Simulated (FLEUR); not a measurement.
## Equation of state of fcc Sr (space group 225): energy against volume (FLEUR, PBE)

```yaml
crystal:
  lattice:
    - [0.00000, 2.93249, 2.93249]
    - [2.93249, 0.00000, 2.93249]
    - [2.93249, 2.93249, 0.00000]
  atoms:
    - { symbol: Sr, position: [0.00000, 0.00000, 0.00000] }
```

Computed with PBE, all-electron FLAPW (FLEUR), scalar-relativistic valence (FLEUR). Settings: Kmax = 4.33 1/bohr; GmaxXC = 13 1/bohr; xcFunctional = pbe; jspins = 1; l_soc = F; mode = hist; fermiSmearingEnergy = 0.00183747 Htr; mesh (inpgen div1-3) = 26 26 26; inpgen gamma flag = true; Gmax = 13 1/bohr; numbands = 0; maxIterBroyd = 25; imix = Anderson; alpha = 0.05; precondParam = 0; minDistance = 1e-05 me/bohr^3. The cell above is the first row's. The rows scale it uniformly. In all rows the k mesh is held. E is the free energy at the stated smearing, counted from the lowest row.

| V (Å^3/atom) | E (meV/atom) |
|---|---|
| 50.4359 | 14.33 |
| 51.5324 | 7.81 |
| 52.6288 | 3.36 |
| 53.7253 | 0.81 |
| 54.8217 | 0.00 |
| 55.9181 | 0.77 |
| 57.0145 | 3.00 |
| 58.1110 | 6.57 |
| 59.2074 | ? |

Fit E of the 8 rows that show it with the third-order Birch-Murnaghan form, a cubic in V^(-2/3). With u = V^(-2/3) - 0.0698, the rows have u = 0.0034555, 0.0024126, 0.0014062, 0.0004340, -0.0005056, -0.0014143, -0.0022939, -0.0031458. Least squares gives E = 0.231 + 934.3·u + 924496·u² - 4090651·u³. Residuals (row less fit): 0.000, 0.001, -0.002, 0.000, 0.005, 0.000, -0.002, 0.002; standard error 0.003 (degrees of freedom: 4). Its minimum lies at u = -0.0005036, so V0 = (0.0692964)^(-3/2) = 54.82. There d²E/du² = 1861000 and d³E/du³ = -2.454e7, so B0 = (4/9) × 54.82^(-7/3) × 1861000 × 0.160218 = 11.6 GPa (the last factor turns the table's units into GPa), and B0' = 4 + (2/3) × 0.0692964 × (-2.454e7)/1861000 = 3.4.

Estimate the missing E (V = 59.2074); what did the run itself give?

u = -0.0039712, so E = 0.231 + 934.3 × (-0.0039712) + 924496 × (-0.0039712)² - 4090651 × (-0.0039712)³ = 11.357 meV/atom. The calculation gives 11.38 meV/atom, 0.023 meV/atom above the prediction (0.2 % of the range of E in the table). The row lies outside the fitted rows, so this is an extrapolation. From the scatter of the fitted rows alone, a prediction at this place has a standard error of 0.007 meV/atom, so the miss is 3.4 times that.

Carrying the step between the two nearest rows on in a straight line would have given 10.14, off by 1.24; series whose last step already gives the withheld value aren't shown. The reference cell has the volume at which an earlier scan in this program and functional put its minimum by a fit (its basis settings may differ). Values depend on the basis (sphere radii, cutoffs, local orbitals), which need not be converged. Cutoffs and mesh are single choices, not tested for convergence of this quantity. Series with a scatter that would blur these digits, or in which a gap closes, are not shown. Nor are scans whose minimum lies at an end fitted in this form.

Terms beyond the fitted order, or numerical noise in single rows, can give a miss of this size; the table doesn't tell which.
